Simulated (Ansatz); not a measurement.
Input:

End structure of Sn on the 1x1 (111) surface of fcc Cu, one in a 3x3 cell, started at the site 'hollow Cu-Cu-Cu over Cu at depth 4.1 Å':

```yaml
crystal:
  lattice:
    - [7.70039, 0.00000, 0.00000]
    - [-3.85020, 6.66874, 0.00000]
    - [0.00000, 0.00000, 25.50000]
  atoms:
    - { symbol: Cu, position: [0.11111, 0.22222, 0.37817] }
    - { symbol: Cu, position: [0.11111, 0.55556, 0.37817] }
    - { symbol: Cu, position: [0.11111, 0.88889, 0.37817] }
    - { symbol: Cu, position: [0.44444, 0.22222, 0.37817] }
    - { symbol: Cu, position: [0.44444, 0.55556, 0.37817] }
    - { symbol: Cu, position: [0.44444, 0.88889, 0.37817] }
    - { symbol: Cu, position: [0.77778, 0.22222, 0.37817] }
    - { symbol: Cu, position: [0.77778, 0.55556, 0.37817] }
    - { symbol: Cu, position: [0.77778, 0.88889, 0.37817] }
    - { symbol: Cu, position: [0.22222, 0.11111, 0.45940] }
    - { symbol: Cu, position: [0.22222, 0.44444, 0.45940] }
    - { symbol: Cu, position: [0.22222, 0.77778, 0.45940] }
    - { symbol: Cu, position: [0.55556, 0.11111, 0.45940] }
    - { symbol: Cu, position: [0.55556, 0.44444, 0.45940] }
    - { symbol: Cu, position: [0.55556, 0.77778, 0.45940] }
    - { symbol: Cu, position: [0.88889, 0.11111, 0.45940] }
    - { symbol: Cu, position: [0.88889, 0.44444, 0.45940] }
    - { symbol: Cu, position: [0.88889, 0.77778, 0.45940] }
    - { symbol: Cu, position: [0.00034, 0.00017, 0.54041] }
    - { symbol: Cu, position: [0.99961, 0.33372, 0.54018] }
    - { symbol: Cu, position: [0.99961, 0.66589, 0.54018] }
    - { symbol: Cu, position: [0.33316, 0.00017, 0.54041] }
    - { symbol: Cu, position: [0.33316, 0.33299, 0.54041] }
    - { symbol: Cu, position: [0.33422, 0.66711, 0.54132] }
    - { symbol: Cu, position: [0.66622, 0.99911, 0.54132] }
    - { symbol: Cu, position: [0.66745, 0.33372, 0.54018] }
    - { symbol: Cu, position: [0.66622, 0.66711, 0.54132] }
    - { symbol: Cu, position: [0.10774, 0.22560, 0.62157] }
    - { symbol: Cu, position: [0.11075, 0.55537, 0.62185] }
    - { symbol: Cu, position: [0.10774, 0.88214, 0.62157] }
    - { symbol: Cu, position: [0.45119, 0.22560, 0.62157] }
    - { symbol: Cu, position: [0.44374, 0.55414, 0.62344] }
    - { symbol: Cu, position: [0.44374, 0.88959, 0.62344] }
    - { symbol: Cu, position: [0.77796, 0.22259, 0.62185] }
    - { symbol: Cu, position: [0.77796, 0.55537, 0.62185] }
    - { symbol: Cu, position: [0.77919, 0.88959, 0.62344] }
    - { symbol: Sn, position: [0.22222, 0.11111, 0.70482] }
```

Set-up: 37 atoms, 6.2 Å thick at the start under the adsorbate (thin: gaps and levels are the slab's own); mesh 4x4x1; 0.1 eV smearing; dipole correction on; 18 atoms held, the rest relaxed; symmetry of the start imposed; spin-polarised, no spin-orbit, no U, no dispersion correction. The starting moment vanished. At the end it is bonded to 3 Cu. In PBE it is, or lies within 0.03 eV of, the lowest of the starts that converged.

A negative adsorption energy means that the adsorbate is more stable on the surface than in its reference.

Predict the change of the step from the bottom to the top vacuum level, against the clean slab from PBE (Ansatz, an electronic-structure program).

-0.39 eV

Give the change of the work function at the level PBE.

-0.40 eV

Give the work function of the top face at the level PBE.

4.37 eV

What adsorption energy against an atom of beta tin does PBE give?

-8.4 kJ/mol
